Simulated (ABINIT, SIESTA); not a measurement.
An ABINIT input for a self-consistent single point of MgCu4Sn (F-43m, 6 atoms in the cell) (DFT, PBEsol, plane waves, PAW (JTH v2.0 PBE PAW, files made for PBE)):

```
# MgCu4Sn, JTH v2.0 PBE PAW
pp_dirpath "./"
pseudos "Mg.GGA_PBE-JTH.xml, Cu.GGA_PBE-JTH.xml, Sn.GGA_PBE-JTH.xml"
acell 3*1.0
rprim
         0.0000000000    6.5202656670    6.5202656670
         6.5202656670   -0.0000000000    6.5202656670
         6.5202656670    6.5202656670   -0.0000000000
natom 6
ntypat 3
znucl 12 29 50
typat 1 2 2 2 2 3
xcart
         9.7803985005    9.7803985005    9.7803985005
         4.8967195159    8.1438118181    8.1438118181
         8.1438118181    8.1438118181    4.8967195159
         8.1438118181    4.8967195159    8.1438118181
         4.8967195159    4.8967195159    4.8967195159
         0.0000000000    0.0000000000    0.0000000000
ecut 60 Ry
pawecutdg 120 Ry
ixc -116133
occopt 3
tsmear 0.00367493
nband 63
kptopt 1
ngkpt 9 9 9
nshiftk 1
shiftk 0 0 0
nstep 60
tolvrs 1.0e-11
prtwf 0
prtden 0
prtvol 1
enunit 2
```

Task: Translate this input to SIESTA.

Result: One input that does it (others would too):

```
# files in the folder: Mg.psml Cu.psml Sn.psml (PseudoDojo PBEsol standard)
SystemName  MgCu4Sn
SystemLabel mgcu4sn

NumberOfAtoms                6
NumberOfSpecies              3
%block ChemicalSpeciesLabel
  1 12 Mg
  2 29 Cu
  3 50 Sn
%endblock ChemicalSpeciesLabel
LatticeConstant              1.0 Ang
%block LatticeVectors
     0.000000000    3.450376000    3.450376000
     3.450376000    0.000000000    3.450376000
     3.450376000    3.450376000    0.000000000
%endblock LatticeVectors
AtomicCoordinatesFormat      Ang
%block AtomicCoordinatesAndAtomicSpecies
     5.175564000    5.175564000    5.175564000  1
     2.591232376    4.309519624    4.309519624  2
     4.309519624    4.309519624    2.591232376  2
     4.309519624    2.591232376    4.309519624  2
     2.591232376    2.591232376    2.591232376  2
     0.000000000    0.000000000    0.000000000  3
%endblock AtomicCoordinatesAndAtomicSpecies

XC.functional                GGA
XC.authors                   PBEsol
PAO.BasisSize                TZP
PAO.EnergyShift              0.01 Ry
MeshCutoff                   350 Ry
%block kgrid.MonkhorstPack
    9   0   0  0.0
    0   9   0  0.0
    0   0   9  0.0
%endblock kgrid.MonkhorstPack
OccupationFunction           FD
ElectronicTemperature        1160.45 K

MaxSCFIterations             150
SCF.Mixer.Method             Pulay
SCF.Mixer.Weight             0.25
SCF.Mixer.History            8
SCF.DM.Tolerance             1.0E-05
Diag.ParallelOverK           true
WriteForces                  true
```

Basis settings and potentials, where a program has them, do not carry over. This input uses DFT, GGA PBEsol, numerical atomic orbitals TZP, PseudoDojo PBEsol standard norm-conserving potentials (rewritten from UPF to PSML).

The starting cell comes from a database of computed structures (which also holds hypothetical and non-ambient phases and stackings), without a prior relaxation at this level. Its lattice was rescaled by a random factor within 2.5 % of one.
